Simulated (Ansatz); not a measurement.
Be5Au (F-43m), PBEsol, DFPT electron-phonon coupling, linearised Boltzmann equation run with Ansatz (a program for electronic structure). Phonon-limited resistivity 15.2 μΩ·cm at 300 K, 22.5 μΩ·cm at 400 K, current-weighted mean free path 9.3 nm, Drude plasma energy 5.63 eV.

Task: What is the classical skin depth at 10 GHz (nonmagnetic, μ₀ = 1.257×10⁻⁶ H/m)?

Result: δ = √(ρ/(π f μ₀)) = 1960 nm.

Task: Estimate the electronic thermal conductivity at 300 K by the Wiedemann-Franz law (L₀ = 2.44×10⁻⁸ W·Ω/K²).

Result: L₀T/ρ = 2.44×10⁻⁸ × 300/(15.2×10⁻⁸) = 48.2 W/(m·K). Inelastic scattering puts the true Lorenz number somewhat under L₀ near and below the Debye temperature.

Task: What Drude relaxation time do resistivity and plasma energy imply?

Result: ω_p = 8.55e15 s⁻¹, so τ = 1/(ε₀ ω_p² ρ) = 10.2 fs, a damping ħ/τ of 64.8 meV.

A metal at this level (no band gap). Only scattering by harmonic phonons is included (no impurities, grain boundaries, electron-electron scattering or thermal expansion). Spin-orbit coupling is left out, which matters with elements this heavy. Halving the electron mesh (24x24x24) moves the resistivity by up to 3 % at 300 K, the mean free path by up to 2 %. Smearing 0.20 eV; phonons on a 4x4x4 q mesh, which this run doesn't test.

Formula and space group known from diffraction (Crystallography Open Database), not checked to be the room-temperature form: Be5Au (F-43m).
